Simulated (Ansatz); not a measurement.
Mg (R-3m, No. 166, 3 atoms in the cell; start mp-1094122; another form than the element's usual one) was calculated with r²SCAN (Ansatz, a program for electronic structure, PAW).

Numerical settings: plane-wave cutoff 560 eV, 20×20×20 k mesh, Fermi–Dirac smearing 0.05 eV, scalar-relativistic PAW data made under PBE.

Cell (relaxed at this level):

```xyz
3
Lattice="1.5878 0.9167 7.7708 -1.5878 0.9167 7.7708 0.0000 -1.8335 7.7708" Properties=species:S:1:pos:R:3 pbc="T T T"
Mg     0.0000     0.0000     0.0000
Mg     0.0000     0.0000     5.1753
Mg     0.0000     0.0000    18.1371
```

Task: Give the computed bulk modulus B0.

Result: 
- bulk modulus B0: 39.4 GPa

The run finds no gap.

Note: the bulk modulus is −V dP/dV from two relaxed cells at ±2 % in volume; the relaxation could not lower the start's symmetry, so the cell can be a saddle point above a distorted one.

A start named mp-… is a Materials Project structure, which need not be a measured phase.
